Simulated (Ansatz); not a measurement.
Phonon-limited resistivity of MoRh (Pmma) against temperature in μΩ·cm, PBEsol, DFPT electron-phonon coupling, linearised Boltzmann equation (Ansatz, a first-principles code), harmonic crystal at a fixed cell. x, y and z are the axes of this cell:
```yaml
crystal:
  lattice:
    - [4.38409, 0.00000, 0.00000]
    - [0.00000, 2.71870, 0.00000]
    - [0.00000, 0.00000, 4.77980]
  atoms:
    - { symbol: Mo, position: [0.75000, 0.00000, 0.17140] }
    - { symbol: Mo, position: [0.25000, 0.00000, 0.82860] }
    - { symbol: Rh, position: [0.75000, 0.50000, 0.67327] }
    - { symbol: Rh, position: [0.25000, 0.50000, 0.32673] }
```

| T | ρ (x, z) | ρ (y) |
|---|---|---|
| 50 K | 0.32 | 0.21 |
| 77 K | 1.27 | 0.96 |
| 100 K | 2.4 | 1.87 |
| 150 K | ___ | 4.0 |
| 200 K | ___ | 6.0 |
| 250 K | 9.4 | 8.0 |
| 273 K | 10.5 | 8.8 |
| 300 K | 11.6 | 9.9 |
| 350 K | 13.8 | 11.7 |
| 400 K | 15.9 | 13.6 |
| 500 K | 20 | 17.2 |
| 600 K | 24 | 21 |
| 800 K | 33 | 28 |

Task: Fill in the missing entries.

Result: 
- 150 K, ρ (x, z): 4.8
- 200 K, ρ (x, z): 7.2

A metal at this level (no band gap). Only scattering by harmonic phonons is included (no impurities, grain boundaries, electron-electron scattering or thermal expansion). Spin-orbit coupling is left out. Halving the electron mesh (20x32x20) moves the resistivity by up to 7 %. Smearing 0.20 eV; phonons on a 3x5x3 q mesh, which this run doesn't test and which matters most at low temperature.

Computed structure with no diffraction record at hand here (it may be known, metastable or hypothetical): MoRh (Pmma).
